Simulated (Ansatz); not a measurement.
# NiSi2 (space group Fm-3m, No. 225; non-magnetic)

```xyz
3
Lattice="0.0000 2.7223 2.7223 2.7223 0.0000 2.7223 2.7223 2.7223 0.0000" Properties=species:S:1:pos:R:3 pbc="T T T"
Ni     0.0000     0.0000     0.0000
Si     1.3611     1.3611     1.3611
Si     4.0834     4.0834     4.0834
```

All numbers come from PBE (Ansatz, an electronic-structure program), no spin-orbit coupling. Settings: 15×15×15 k-points, 0.05 eV Fermi–Dirac smearing.

* **Volume per atom**: 13.45 Å³
* **Density**: 4.73 g/cm³
* **Band gap**: zero
* **Total energy**: -2370.802 eV/atom (σ→0; compares only within this code and set-up)

No phonon test of stability was made. Starting moments died away, wholly or in part, for the base; another magnetic solution may exist. All final runs are without spin polarisation.
